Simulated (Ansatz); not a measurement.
Input and output of a self-consistent single point for Tc (P-3m1, 2 atoms in the cell) (Ansatz, a quantum-chemistry and plane-wave program).

Computed with PBEsol, default PAW files made with PBE (plane waves; Ansatz).

```
CELL_PARAMETERS angstrom
      1.36315    -2.36104     0.00000
      1.36315     2.36104     0.00000
      0.00000     0.00000     4.36805
ATOMIC_POSITIONS crystal
  Tc 0.33333 0.66667 0.26145
  Tc 0.66667 0.33333 0.75000
```

Reference input (self-consistent single point, DFT, PBEsol, plane waves, default PAW files made with PBE): basis.ecutwfc = 36.7 Ry; kpoints.mp_grid.grid = 14 14 8; hamiltonian.xc = pbesol; hamiltonian.pseudopotentials = {kind: paw} (the program's default PAW files); scf.occupations.method = gaussian; scf.occupations.width = 0.0073 Ry. This run's input differs from it in these lines:

Ansatz 0.2 input:
```diff
@@ -11,3 +11,3 @@
 kpoints:
-  mp_grid: { grid: [14, 14, 8] }
+  mp_grid: { grid: [23, 23, 13] }
 hamiltonian:
@@ -16,3 +16,3 @@
 scf:
-  occupations: { method: gaussian, width: 0.0073 Ry }
+  occupations: { method: cold, width: 0.0007 Ry }
 output:
```

Log, with long lists cut:

```
SCF iter   1: F=—  HF=-10675.757065 eV  |F-HF|=—  |Δ(HF+E_count)|=         —  Δρ=6.17e-2  dr2=1.05e0  ethr=3.10e-3  ⟨swp⟩=5.2  Hψ=50228  notcnv=0
all-band conjugate gradients solve this SCF's bands
preconditioner: auto → none
SCF iter   2: F=—  HF=-10675.470031 eV  |F-HF|=—  |Δ(HF+E_count)|=   2.87e-1  S|Δr|=    0.00e0  Δρ=3.19e-2  dr2=2.80e-1  ethr=3.10e-3  ⟨swp⟩=2.2  Hψ=20821  notcnv=0  defer=121
   [... lines left out ...]
SCF iter   5: F=—  HF=-10675.372189 eV  |F-HF|=—  |Δ(HF+E_count)|=   2.99e-3  S|Δr|=    0.00e0  Δρ=1.25e-4  dr2=2.82e-6  ethr=2.97e-5  ⟨swp⟩=2.0  Hψ=19944  notcnv=0  defer=122
SCF iter   6: F=—  HF=-10675.372189 eV  |F-HF|=—  |Δ(HF+E_count)|=   4.13e-7  S|Δr|=    0.00e0  Δρ=2.19e-5  dr2=5.72e-8  ethr=3.33e-10  ⟨swp⟩=4.6  Hψ=59524  notcnv=0
SCF iter   7: F=-10675.372189 eV  HF=-10675.372189 eV  |F-HF|=9.30e-10  |Δ(HF+E_count)|=   4.09e-9  S|Δr|=    0.00e0  Δρ=5.24e-6  dr2=2.45e-9  ethr=1.91e-10  ⟨swp⟩=2.0  Hψ=42500  notcnv=0
SCF 1 converged in 7 iterations: F = -10675.372189 eV  dr2 = 2.45e-9
Stability not checked (fill_not_monotonic)
Free energy (F): -10675.372189 eV
Internal energy: -10675.372167 eV  (E = F + TS)
E sigma→0 (E₀):  -10675.372182 eV
Entropy (-TS):   -0.000022 eV (-0.011 meV/atom)
Fermi energy:    22.671825 eV
--- Forces (eV/Å), atoms counted from 1 ---
  atom   1  Tc    -0.00000000     0.00000000    -0.06124563
  atom   2  Tc     0.00000000    -0.00000000     0.06124563
--- Stress (GPa, compression-positive) ---
       -0.874555       0.000000       0.000000
        0.000000      -0.874555       0.000000
        0.000000       0.000000      -0.966319
  P = ⅓ Tr σ = -0.9051 GPa (-9.051 kbar)
  The stress holds the Pulay correction. Without it, at fixed plane waves, as pw.x and ABINIT print it: P = -0.9248 GPa
```

The run converged in 7 iterations. Against the reference run the free energy goes up by 1.5 meV/atom, the pressure hardly changes (-0.97 to -0.91 GPa) and the largest force goes from 0.094 to 0.061 eV/Å.

The starting cell has typed, rounded lattice constants, without a prior relaxation at this level. Its lattice was rescaled by up to half a per cent. One atom was moved a little off its site on purpose. Spin polarisation is off. Ansatz's pressure includes its estimate of the finite-basis (Pulay) stress. The cutoff lies below the one recommended for these files.
